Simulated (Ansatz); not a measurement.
# Ca₃Si₂O₇ (Ima2, No. 46)

All values below come from PBEsol in Ansatz (plane waves, PAW).

Run with plane-wave cutoff 500 eV, 8×8×8 k mesh, gaussian smearing 0.02 eV, scalar-relativistic PAW data made under PBE.

Cell: relaxed at this level.

```yaml
volume_per_atom: 13.19 Å³/atom
band_gap: 4.69 eV (on the SCF k mesh)
```

Note: the relaxation could not lower the start's symmetry, so the cell can be a saddle point above a distorted one.

It cost about 6 core-hours (a rough figure) of CPU time.

Ansatz is an electronic-structure program.
